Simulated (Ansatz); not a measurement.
Consider PbO (space group P4/nmm, No. 129; a = 4.0342 Å, c = 4.9937 Å; layered, stacked along the Cartesian z axis). Axes: x, y, z lie along a, b, c of the conventional cell.

Level of theory: Kohn–Sham DFT with the PBE-D3(BJ) functional, run in Ansatz (a first-principles code) with PAW and 420 eV plane waves, scalar-relativistic without spin-orbit coupling.

Strains are applied to the cell and any free atomic positions relax.

One change was made to it. Results:

```json
[
 {"quantity": "pressure (mean of the normal stresses, compression positive)", "base": "0.01 GPa", "after": "0.62 GPa"},
 {"quantity": "shortest interatomic distance", "base": "2.341 Å", "after": "2.338 Å"},
 {"quantity": "energy relative to the base (free energy F)", "base": "0 meV/atom", "after": "+1.3 meV/atom"}
]
```

Which of these changes matches the shifts?
A) uniaxial strain ε_zz = −0.60 %
B) uniaxial strain ε_zz = −1.20 %
C) uniaxial strain ε_zz = −3.00 %

C, uniaxial strain ε_zz = −3.00 %. For comparison, the pressure in the other runs: uniaxial strain ε_zz = −0.60 % gives 0.12 GPa; uniaxial strain ε_zz = −1.20 % gives 0.24 GPa.

Stability against distortions was not tested. The D3 term's C6 switches between coordination references near this geometry, which can add small steps to energies.
